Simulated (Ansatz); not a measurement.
**What isotropic strain −0.38 % does to GeS**

Base system: GeS in the GeS type structure (space group Pnma, No. 62; a = 10.661 Å, b = 3.681 Å, c = 4.356 Å; layered, stacked along the Cartesian x axis).

One thing is altered: every lattice vector is shortened by 0.38 %; the atoms relax in the strained cell.

Method: PBE-D3(BJ) (Ansatz, a quantum-chemistry and plane-wave program), no spin-orbit coupling. Γ-centred 3×9×8 mesh, Fermi–Dirac width 0.05 eV.

* **Space group**: Pnma (No. 62) (base Pnma (No. 62))
* **Shortest interatomic distance**: 2.457 Å (base 2.462 Å)
* **Energy relative to the base (free energy F)**: +0.6 meV/atom
* **Band gap**: 1.18 eV (base 1.24 eV)
* **Gap character**: indirect, Γ–Z (67 % along) → Γ (base indirect, Γ–Z (67 % along) → Γ)
* **Smallest direct gap**: 1.24 eV (base 1.26 eV)
* **Width of the top valence band**: 1.45 eV (base 1.40 eV)

Whether these cells are dynamically stable was not tested. The D3 term's C6 switches between coordination references near this geometry, which can add small steps to energies.
